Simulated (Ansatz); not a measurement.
Candidates (primitive cells; geometry: cell and atoms relaxed with PBEsol):
A. YN (Fm-3m), a = 3.434 Å, b = 3.434 Å, c = 3.434 Å, α = 60.00°, β = 60.00°, γ = 60.00°
B. MgS (Fm-3m), a = b = c = 3.6641 Å, α = β = γ = 60.00°
C. BP (F-43m), a = b = c = 3.1963 Å, α = β = γ = 60.00°

Rank these by hole conductivity mass (highest first), as Ansatz (an electronic-structure program) with HSE06 with spin-orbit coupling, rigid bands gives it.

B (1.13 mₑ), A (0.55 mₑ), C (0.41 mₑ)

Masses are for dilute carriers at 300 K, harmonic means over directions unless an axis is named.
